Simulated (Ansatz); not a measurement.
Base system: Ta in the bcc (W type) structure (space group Im-3m, No. 229; relaxed with 0.1 eV smearing).

```xyz
1
Lattice="-1.6270 1.6270 1.6270 1.6270 -1.6270 1.6270 1.6270 1.6270 -1.6270" Properties=species:S:1:pos:R:3 pbc="T T T"
Ta     0.0000     0.0000     0.0000
```

Cartesian axes are those of the cell as printed.

Calculations: LDA in Ansatz (plane waves to 420 eV, PAW, no spin-orbit coupling).

It is then changed as follows: uniaxial strain ε_zz = +3.00 %, all other strain components held at zero; the atoms relax in the strained cell.

**Question.** Predict the stress tensor and what it implies for the stiffness.

**Answer.** Stress of the strained cell less that of the base (GPa, compression positive):
```
   -4.8     0.0     0.0
    0.0    -4.8     0.0
    0.0     0.0    -8.2
```

Then −Δσ_ii/ε with ε = 0.0300 gives secant stiffness values (nonlinear terms included at this strain): C33 ≈ 275 GPa, C13 ≈ 162 GPa and C23 ≈ 162 GPa.

As a check, the harmonic strain energy −½ V₀ Δσ:ε is 13 meV/atom; the computed energy rise is 14 meV/atom.

Whether these cells are dynamically stable was not tested. All final runs are without spin polarisation.

Ansatz is a program for electronic structure.
